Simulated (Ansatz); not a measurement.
CO on the 1x1 (110) surface of 3C silicon carbide (cut with top plane C + Si), one in a 2x2 cell, started at the site 'over C at depth 1.5 Å'

Host crystal: 3C silicon carbide, with a band gap (PBE, scalar-relativistic without spin-orbit coupling).

Method: r2SCAN, at the PBE geometry (plane waves to 500 eV, PAW; Ansatz, a program for electronic structure).

Set-up: 50 atoms, 7.7 Å thick at the start under the adsorbate (thin: gaps and levels are the slab's own); mesh 3x3x1; 0.01 eV smearing; dipole correction on; single point; on the structure that PBE left under its start's symmetry; no spin, no spin-orbit, no U, no dispersion correction. At the end it is bonded to Si. In PBE it is, or lies within 0.03 eV of, the lowest of the starts that converged; the order may differ at this level.

| Quantity | Result |
|---|---|
| adsorption energy against CO(g) at the same level | -0.86 eV |
| change of the step from the bottom to the top vacuum level, against the clean slab | -0.43 eV |
| height of the binding atom over the mean of the host atoms within 0.3 Å of the top one | 1.568 Å |
| nearest host atoms of the binding atom | Si at 2.02 Å, C at 3.00 Å, C at 3.00 Å |
| cost | about 2.6 core-minutes (a rough figure) |

A negative adsorption energy means that the adsorbate is more stable on the surface than in its reference.
